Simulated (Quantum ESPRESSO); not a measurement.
**A series of runs on SiO₂ (Ia-3, 24 atoms in the cell)**

```xyz
24
Lattice="-4.1961 4.1961 4.1961 4.1961 -4.1961 4.1961 4.1961 4.1961 -4.1961" Properties=species:S:1:pos:R:3 pbc="T T T"
Si     1.1854     5.3815    -1.1854
Si    -1.1854     3.0107     1.1854
Si     3.0107     3.0107     3.0107
Si     1.1854     1.1854     1.1854
Si     5.3815    -1.1854     1.1854
Si     3.0107     1.1854    -1.1854
Si    -1.1854     1.1854     5.3815
Si     1.1854    -1.1854     3.0107
O      4.1961     2.0980     3.6106
O      0.0000     2.0980     0.5855
O      0.0000     2.0980     4.7816
O      4.1961     2.0980    -0.5855
O      3.6106     4.1961     2.0980
O      0.5855     0.0000     2.0980
O      4.7816     0.0000     2.0980
O     -0.5855     4.1961     2.0980
O      2.0980     3.6106     4.1961
O      2.0980     0.5855     0.0000
O      2.0980     4.7816     0.0000
O      2.0980    -0.5855     4.1961
O     -2.0980     2.0980     2.0980
O      2.0980     2.0980     2.0980
O      2.0980     2.0980    -2.0980
O      2.0980    -2.0980     2.0980
```

Base run A: LDA (PZ), GBRV 1.5 ultrasoft (LDA) pseudopotentials (Quantum ESPRESSO 7.5), self-consistent single point.

Its settings: ecutwfc = 40 Ry; ecutrho = 200 Ry; occupations = smearing; smearing = gaussian; degauss = 0.0036749 Ry; potentials = {Si: si_lda_v1.uspp.F.UPF, O: o_lda_v1.2.uspp.F.UPF}; K_POINTS = automatic 5 5 5 0 0 0; conv_thr = 1e-08 Ry; mixing_beta = 0.4.

The starting cell comes from a database of computed structures (which also holds hypothetical and non-ambient phases and stackings), without a prior relaxation at this level. Its lattice was rescaled by a random factor within 2.5 % of one.

ΔF is the free energy per atom less that of run A. 

```tsv
run	mixing_beta, mixing_mode	ΔF (meV/atom)	pressure (GPa)	largest force (eV/Å)	gap on the mesh (eV)	iterations
A	0.4, default	0.00	2.38	0.210	5.873	11
B	0.2, plain	0.00	2.39	0.210	5.873	14
C	0.5, plain	0.00	2.39	0.210	5.873	10
D	0.2, TF	0.00	2.39	0.210	5.873	18
E	0.5, TF	0.00	2.39	0.210	5.873	13
F	0.2, local-TF	0.00	2.39	0.210	5.873	18
G	0.5, local-TF	0.00	2.38	0.209	5.873	11
```

Runs B, C, D, E, F, G ended on the same solution as A (within 1 meV/atom). The fewest iterations to that state were 10 (C); the most were 18.
